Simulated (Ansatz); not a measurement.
The reference is Ru in the hcp (Mg type) structure (space group P6_3/mmc, No. 194; a = 2.722 Å, c = 4.294 Å; relaxed with 0.1 eV smearing). Axes: x lies along a and z along c of the hexagonal cell.

Method: Kohn–Sham DFT with the PBE functional, run in Ansatz (a program for electronic structure) with PAW and 420 eV plane waves, without spin-orbit coupling.

The change: an isotropic linear strain of −2.50 %; the atoms relax in the strained cell.

Q: Predict the stress tensor and what it implies for the stiffness.

A: Stress of the strained cell less that of the base (GPa, compression positive):
```
   27.8     0.0     0.0
    0.0    27.8     0.0
    0.0     0.0    29.6
```

Then B = −ΔP/(ΔV/V₀) with ΔV/V₀ = -0.0731 gives secant stiffness values (nonlinear terms included at this strain): B (at held cell shape, above the free-shape value) ≈ 388 GPa.

As a check, the harmonic strain energy −½ V₀ Δσ:ε is 92 meV/atom; the computed energy rise is 83 meV/atom.

Stability against distortions was not tested. All final runs are without spin polarisation.
